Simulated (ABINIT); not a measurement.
ABINIT run on TiO (P1, 2 atoms in the cell): self-consistent single point.

Method: LDA (PW92), PAW (JTH v2.0 LDA PAW) (plane waves; ABINIT 10.0.3).

```xyz
2
Lattice="2.8102 0.0000 0.0000 -1.4051 2.4337 0.0000 0.0000 0.0000 2.8239" Properties=species:S:1:pos:R:3 pbc="T T T"
Ti     1.4151     0.8319    -0.0211
O     -0.0100    -0.0207     1.4330
```

Reference input (self-consistent single point, DFT, PBEsol, plane waves, PAW (JTH v2.0 PBE PAW, files made for PBE)): pseudos = [Ti.GGA_PBE-JTH.xml, O.GGA_PBE-JTH.xml]; ecut = 30 Ha; pawecutdg = 60 Ha; pawxcdev = 0; ixc = -116133; occopt = 3; tsmear = 0.00367493 Ha; ngkpt = 11 11 10; nshiftk = 1; shiftk = 0 0 0; potentials = JTH v2.0 PBE PAW; nband = 14. This run's input differs from it in these lines:

```diff
@@ -1,4 +1,4 @@
-# TiO, JTH v2.0 PBE PAW
+# TiO, JTH v2.0 LDA PAW
 pp_dirpath "./"
-pseudos "Ti.GGA_PBE-JTH.xml, O.GGA_PBE-JTH.xml"
+pseudos "Ti.LDA_PW-JTH.xml, O.LDA_PW-JTH.xml"
 acell 2.8101600000 2.8101600444 2.8238500000 Angstrom
@@ -18,3 +18,2 @@
 pawxcdev 0
-ixc -116133
 occopt 3
```

Its files differ too (potentials: JTH v2.0 PBE PAW → JTH v2.0 LDA PAW).

The program printed (abridged):

```
--- !BeginCycle
solver: {iscf: 17, nstep: 100, nline: 4, wfoptalg: 10, }
tolerances: {tolvrs: 1.00E-11, }
...

     iter   Etot(hartree)      deltaE(h)  residm     nres2
 ETOT  1  -72.688451062032    -7.269E+01 1.439E+01 4.891E+00
 ETOT  2  -75.109207106871    -2.421E+00 9.678E-01 7.368E+01
 ETOT  3  -75.061406706880     4.780E-02 4.787E-01 4.266E+01
 ETOT  4  -74.997662543049     6.374E-02 1.180E-01 3.097E+00
 ETOT  5  -74.995085061391     2.577E-03 2.478E-02 9.447E-02
   [... 8 lines left out ...]
 ETOT 14  -74.995138902477    -2.302E-12 4.032E-04 4.175E-08
 ETOT 15  -74.995138902446     3.151E-11 3.593E-04 4.601E-09
 ETOT 16  -74.995138902443     2.913E-12 1.479E-04 4.325E-11
 ETOT 17  -74.995138902443     1.705E-13 1.993E-04 7.971E-12
 At SCF step   17       nres2   =  7.97E-12 < tolvrs=  1.00E-11 =>converged.

 Cartesian components of stress tensor (hartree/bohr^3)
  sigma(1 1)=  4.08892849E-04  sigma(3 2)=  2.02825915E-05
  sigma(2 2)=  4.06749155E-04  sigma(3 1)=  8.65998413E-06
  sigma(3 3)=  5.25408812E-04  sigma(2 1)= -2.99698669E-06

 ----iterations are completed or convergence reached----

 reduced coordinates (array xred) for    2 atoms
       0.674490000000      0.341846000000      0.992537000000
       0.992177000000      0.991487000000      0.507463000000
 cartesian forces (eV/Angstrom) at end:
    1     -0.15970969260768    -0.35529491405876     0.43289805443373
    2      0.15970969260768     0.35529491405876    -0.43289805443373
 frms,max,avg= 3.3622532E-01 4.3289805E-01  -1.673E-04 -2.985E-04 -5.555E-04 e/A
   [... lines left out ...]
 Fermi (or HOMO) energy (hartree) =   0.39497   Average Vxc (hartree)=  -0.46748
 Fermi (or HOMO) energy (eV) =  10.74760   Average Vxc (eV)= -12.72066
   [... lines left out ...]
'-kT*entropy'       : -1.60301142025674E-04
total_energy        : -7.49951394138331E+01
total_energy_eV     : -2.04072152622403E+03
...

-Cartesian components of stress tensor (GPa)         [Pressure= -1.3152E+01 GPa]
- sigma(1 1)=  1.20300409E+01  sigma(3 2)=  5.96734344E-01
- sigma(2 2)=  1.19669713E+01  sigma(3 1)=  2.54785487E-01
- sigma(3 3)=  1.54580583E+01  sigma(2 1)= -8.81743778E-02

 Calculation completed.
```

The run converged in 17 iterations. Against the reference run the pressure goes from -5.73 to -13.15 GPa and the largest force goes from 0.616 to 0.582 eV/Å.

The starting cell comes from a database of computed structures (which also holds hypothetical and non-ambient phases and stackings), without a prior relaxation at this level. Its atoms were displaced at random from the sites of space group no. 187. Spin polarisation is off, so a magnetic state, if there is one, cannot be reached. With a pressure of about -13 GPa the cell is away from its equilibrium volume at this level.

Cost on one core of a shared machine: roughly 5 min.
